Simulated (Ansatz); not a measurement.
System: 1T (CdI2-type) MnI₂. Method: PBEsol (plane waves, PAW; Ansatz, a first-principles code).

Run with plane-wave cutoff 520 eV, 12×12×6 k mesh (along the axes of the cell as run), Fermi–Dirac smearing 0.01 eV, spin-polarised with parallel moments, scalar-relativistic PAW data made under PBE.

Properties against volume:

Shape and atoms are relaxed at each volume.

```tsv
V (Å³/atom)	P (GPa)	direct gap at Γ (eV)	smallest gap on the k mesh (eV)	c (Å)
31.609	0.53	1.268	0.760	6.717
32.268	0.22	1.274	0.801	6.814
32.926	0.00	1.277	0.833	6.918
33.585	-0.15	1.277	0.859	7.031
34.243	-0.24	1.273	0.875	7.154
```

The fundamental gap (0.83 eV at the equilibrium volume, with added k points) lies elsewhere than Γ–Γ.

Note: the magnetic order was assumed, not searched for or taken from measurement; the cell comes from a level without a dispersion term, which matters for the spacing of layers, chains or molecules; the cell has widely spaced layers and the level no dispersion term, so their spacing and the moduli can rest on weak binding.

Spin–orbit coupling is not included; with these elements it can move the gap by several tenths of an eV or more.
